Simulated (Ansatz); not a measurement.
The reference is SiC (space group P6_3mc, No. 186; a = 3.058 Å, c = 10.012 Å). Axes: x lies along a and z along c of the hexagonal cell.

All numbers come from Ansatz (an electronic-structure program) LDA, without spin-orbit coupling.

For the base:

- Gap character: indirect, Γ → M
- Valence-band top at Γ: 0.00, 0.00, -0.05 eV

Now apply this change: uniaxial strain ε_zz = −0.75 %, all other strain components held at zero, atoms relaxed at fixed cell.

Question: What happens to the energy relative to the base, stress, gap character and valence-band top at Γ?

Answer: The energy goes up by 1.0 meV/atom; the stress (xx, yy, zz, yz, xz, xy; compression positive) comes out as (0.47, 0.47, 4.30, 0.00, 0.00, 0.00) GPa; the gap character stays indirect, Γ → M; the valence-band top at Γ (three highest levels, from the VBM) becomes 0.00, -0.02, -0.02 eV (base: 0.00, 0.00, -0.05 eV).

Whether these cells are dynamically stable was not tested.
